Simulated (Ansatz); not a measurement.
Structures of equal composition on the (100) surface of rock-salt TiC: N on all C sites of the second plane; N on all C sites of the top plane. The slabs share one bottom face, and each structure is named by its start. These are constructed structures in small cells; real faces may alloy, dewet or reconstruct in larger ones, and not all known structures of the face are among them. Slabs of about 13 Å, Fermi-Dirac smearing of 0.1 eV. Bottom of the slabs: a bare face, its two planes held. Relaxed from the named starts with such symmetry as they have, on meshes of like density; energies extrapolated to zero smearing; spin only where a row says so; no spin-orbit coupling, no U. Brackets mark spin-polarised runs, whose order is one that fits the cell.

Method: PBE (plane waves to 420 eV, PAW; Ansatz, a quantum-chemistry and plane-wave program).

### Question
Put the candidates in order of energy per 1x1 cell, lowest first, for PBE.

### Answer
N on all C sites of the top plane (0.000 eV), N on all C sites of the second plane (0.198 eV)
